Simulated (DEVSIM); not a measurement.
illuminated Si p-on-n cell, one wavelength

Device: illuminated Si p-on-n cell, one wavelength, at 300 K.

| layer (left to right) | material | thickness (μm) | Nd (cm⁻³) | Na (cm⁻³) | τn (s) | τp (s) | absorption coefficient (cm⁻¹) |
|---|---|---|---|---|---|---|---|
| 1 | Si | 0.360 | - | 9.9e17 | 1.6e-7 | 1.5e-6 | 1300 |
| 2 | Si | 180 | 2.8e16 | - | 8.9e-6 | 8.9e-6 | 1300 |

Left contact: ohmic, minority electron recombination velocity 3000 cm/s. Right contact: ohmic, minority hole recombination velocity 9000 cm/s. Voltage is applied to the left contact. Recombination: SRH at mid-gap, radiative, Auger. Light enters at the left, 6.3e14 photons cm⁻² s⁻¹, one pass, no reflection. Mobility is constant in doping.

This is a model device: material constants are rounded textbook-type values typed into the input, and sizes, dopings and lifetimes were drawn at random. Values at 300 K.

```csv
parameter,Si
gap (eV),1.124
affinity (eV),4.05
permittivity,11.7
Nc (cm⁻³),2.86e19
Nv (cm⁻³),3.1e19
μn (cm²/Vs),1417
μp (cm²/Vs),470
B (cm³/s),4.7e-15
Cn (cm⁶/s),2.8e-31
Cp (cm⁶/s),9.9e-32
```

DEVSIM, 1D drift-diffusion, Boltzmann statistics, complete ionisation; no tunnelling, impact ionisation, image-force lowering or self-heating.

The potential step across the device at zero bias comes out as 0.856 V and the largest field in the device at zero bias is 89000 V/cm. The dark forward voltage at 1 A/cm² is 0.723 V, the dark forward voltage at 100 A/cm² is 0.910 V and the short-circuit current is 0.0941 mA/cm². The open-circuit voltage is 0.477 V, the fill factor is 0.79 and the largest power is 0.0356 mW/cm². The share of generated pairs collected at short circuit is 0.932.

Dark forward current:

```csv
V (V),J (A/cm²)
0.05,2.8e-10
0.10,1.0e-9
0.15,3.1e-9
0.20,1.0e-8
0.25,3.6e-8
0.30,1.6e-7
0.35,8.4e-7
0.40,5.1e-6
0.45,3.3e-5
0.50,0.00022
0.55,0.0015
0.60,0.011
0.65,0.072
0.70,0.46
0.75,2.4
0.80,9.5
0.85,31
0.90,85
0.95,200
1.00,380
1.05,630
1.10,950
1.15,1300
1.20,1700
1.25,2200
```

Dark reverse current:

| V (V) | J (A/cm²) |
|---|---|
| -0.04 | -1.1e-10 |
| -0.10 | -2.2e-10 |
| -0.20 | -3.7e-10 |
| -0.30 | -5.0e-10 |
| -0.40 | -6.3e-10 |
| -0.60 | -8.5e-10 |
| -0.80 | -1.1e-9 |
| -1.00 | -1.2e-9 |
| -1.30 | -1.5e-9 |
| -1.60 | -1.7e-9 |
| -2.00 | -2.0e-9 |
